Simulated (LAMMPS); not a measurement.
LAMMPS 22 Jul 2025, classical MD, Born-Mayer-Huggins in the Tosi-Fumi form: NaCl, 2744 atoms.

```
Item                                                                                             Value
-----------------------------------------------  -----------------------------------------------------
task                                                                                           MD, nve
potential                                                     Born-Mayer-Huggins in the Tosi-Fumi form
copies of the repeat unit                                                                        7×7×7
shape (slab and sphere leave vacuum in the box)                                                   bulk
neighbor skin                                                                                      2 Å
neigh_modify                                                                 every 1 delay 0 check yes
kspace_style                                                                                      pppm
kspace_accuracy                                                                                 0.0001
pair cutoff                                                                                       10 Å
newton                                                                                    on (default)
atom_modify sort (bins of 2 Å where set)                                                1000 (default)
comm_style                                                                             brick (default)
kspace_modify                                                                order 5 diff ik (default)
box                                                                               39.5 × 39.5 × 39.5 Å
start                                            generated rock salt lattice, warmed in an untimed run
```

All runs start from one configuration, warmed at this fixed volume for 1000 steps under a thermostat at 600 K. The run at the shortest step has a mean temperature of 603 K and a mean pressure of 1.4 GPa.

Each run covers about 2.0 ps at constant energy (mean temperature 603 K at the shortest step); σ is the standard deviation over the printed steps. One run each, on a shared machine, so no times are given.

Steps tried: 0.5 fs, 1 fs, 2 fs, 2.5 fs, 4 fs, 5 fs, 8 fs, 10 fs, 16 fs, 20 fs, 32 fs.

Q: Up to which step does the ratio σ(E total)/σ(E kinetic) stay under 2 %, and what happens beyond?

A: 5 fs. The run fails or blows up at 32 fs.

| time step | σ(E total)/σ(E kinetic) | last minus first total energy (meV/atom) | mean temperature (K) |
|---|---|---|---|
| 0.5 fs | 0.0047 | +0.0015 | 603 |
| 1 fs | 0.0047 | +0.0017 | 603 |
| 2 fs | 0.0049 | +0.0010 | 603 |
| 2.5 fs | 0.0053 | under 0.001 | 603 |
| 4 fs | 0.0079 | −0.0035 | 602 |
| 5 fs | 0.011 | −0.0042 | 601 |
| 8 fs | 0.027 | −0.015 | 598 |
| 10 fs | 0.043 | −0.0078 | 596 |
| 16 fs | 0.13 | +0.19 | 584 |
| 20 fs | 0.56 | +2.2 | 576 |
| 32 fs | stops: Lost atoms | — | — |

The bar is a choice.
